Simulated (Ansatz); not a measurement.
## DyNi (Pnma, No. 62)

Calculation: PBEsol in Ansatz (PAW).

Settings: plane-wave cutoff 500 eV, 8×14×10 k mesh (along the axes of the cell as run), Fermi–Dirac smearing 0.1 eV, spin-polarised start, scalar-relativistic PAW data made under PBE.

Cell: relaxed at this level.

```
Property                 Value
---------------  -------------
volume per atom  19.15 Å³/atom
band gap                  none
```

Note: the magnetic order was assumed, not searched for or taken from measurement; the 4f shell is treated without U or exact exchange, so its levels and filling can be wrong; a magnet's gap depends somewhat on the PAW data.

Spin–orbit coupling is not included.

Computing time: around 2.6 core-hours (rough).

Ansatz is a program for electronic structure.
